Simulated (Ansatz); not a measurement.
**Au: response to strain**

Consider Au in the fcc (Cu type) structure (space group Fm-3m, No. 225; relaxed with 0.1 eV smearing).

```
Au
1.0
    0.00000     2.02383     2.02383
    2.02383     0.00000     2.02383
    2.02383     2.02383     0.00000
Au
1
Direct
  0.00000   0.00000   0.00000
```

Cartesian axes are those of the cell as printed.

Strains are applied to the cell and any free atomic positions relax.

All numbers come from LDA/PAW in Ansatz (an electronic-structure program), spin-orbit coupling left out.

Notes on the quantities. energy relative to the base: free energy F; pressure: mean of the normal stresses, compression positive.

```
case                            energy relative to the base  pressure  shortest interatomic distance
------------------------------  ---------------------------  --------  -----------------------------
base                                             0 meV/atom   0.0 GPa                        2.862 Å
uniaxial strain ε_zz = −3.00 %                 +11 meV/atom   6.5 GPa                        2.820 Å
uniaxial strain ε_zz = −2.50 %                          [?]   5.3 GPa                        2.827 Å
uniaxial strain ε_zz = −2.00 %                +4.7 meV/atom   4.2 GPa                        2.834 Å
uniaxial strain ε_zz = −0.50 %                +0.3 meV/atom   1.0 GPa                        2.855 Å
uniaxial strain ε_zz = +0.50 %                +0.3 meV/atom  -1.0 GPa                        2.862 Å
uniaxial strain ε_zz = +1.00 %                +1.1 meV/atom       [?]                        2.862 Å
uniaxial strain ε_zz = +1.50 %                +2.4 meV/atom  -2.8 GPa                        2.862 Å
uniaxial strain ε_zz = +2.00 %                          [?]       [?]                        2.862 Å
uniaxial strain ε_zz = +2.50 %                +6.6 meV/atom  -4.4 GPa                        2.862 Å
```

Q: Fill in the withheld entries from the trend.

A: 
- uniaxial strain ε_zz = −2.50 %, energy relative to the base: +7.3 meV/atom
- uniaxial strain ε_zz = +1.00 %, pressure: -1.9 GPa
- uniaxial strain ε_zz = +2.00 %, energy relative to the base: +4.3 meV/atom
- uniaxial strain ε_zz = +2.00 %, pressure: -3.6 GPa

No phonon test of stability was made.
